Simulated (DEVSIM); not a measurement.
# abrupt Ge p-n junction

System: abrupt Ge p-n junction, at 300 K.

```tsv
layer (left to right)	material	thickness (μm)	Nd (cm⁻³)	Na (cm⁻³)	τn (s)	τp (s)
1	Ge	1.60	-	6.3e17	0.00047	0.00047
2	Ge	63.0	1.2e16	-	0.00047	0.00047
```

Left contact: ohmic. Right contact: ohmic. Voltage is applied to the left contact. Recombination: SRH at mid-gap, radiative, Auger. Mobility is μmin + (μ − μmin)/(1 + (N/Nref)^α).

Constants are typed, rounded textbook-type inputs, not results; the design itself was drawn at random and stands for no fabricated device. Values at 300 K.

```csv
parameter,Ge
gap (eV),0.664
affinity (eV),4
permittivity,16
Nc (cm⁻³),1.04e19
Nv (cm⁻³),6e18
μn (cm²/Vs),3900
μp (cm²/Vs),1900
"μn,min",150
"μp,min",100
"Nref,n",2.6e17
"Nref,p",4e17
αn,0.56
αp,0.6
B (cm³/s),6.4e-14
Cn (cm⁶/s),1e-31
Cp (cm⁶/s),1e-31
```

Model (solved in DEVSIM): 1D drift-diffusion, Boltzmann statistics, complete ionisation; no tunnelling, impact ionisation, image-force lowering or self-heating.

| Item | Result |
|---|---|
| Potential step across the device at zero bias | 0.431 V |
| Largest field in the device at zero bias | 45000 V/cm |
| Dark forward voltage at 1 A/cm² | 0.248 V |
| Dark forward voltage at 100 A/cm² | 0.399 V |

Dark reverse current:

```json
[
 {"V (V)": "-0.10", "J (A/cm²)": "-6.8e-5"},
 {"V (V)": "-0.25", "J (A/cm²)": "-6.9e-5"},
 {"V (V)": "-0.50", "J (A/cm²)": "-6.9e-5"},
 {"V (V)": "-0.75", "J (A/cm²)": "-7.0e-5"},
 {"V (V)": "-1.00", "J (A/cm²)": "-7.0e-5"},
 {"V (V)": "-1.50", "J (A/cm²)": "-7.0e-5"},
 {"V (V)": "-2.00", "J (A/cm²)": "-7.0e-5"}
]
```

Small-signal capacitance in reverse bias (quasi-static):

```json
[
 {"V (V)": "-0.1", "C (nF/cm²)": "54.4"},
 {"V (V)": "-0.25", "C (nF/cm²)": "46.9"},
 {"V (V)": "-0.5", "C (nF/cm²)": "39.3"},
 {"V (V)": "-0.75", "C (nF/cm²)": "34.6"},
 {"V (V)": "-1", "C (nF/cm²)": "31.2"},
 {"V (V)": "-1.5", "C (nF/cm²)": "26.7"},
 {"V (V)": "-2", "C (nF/cm²)": "23.7"}
]
```
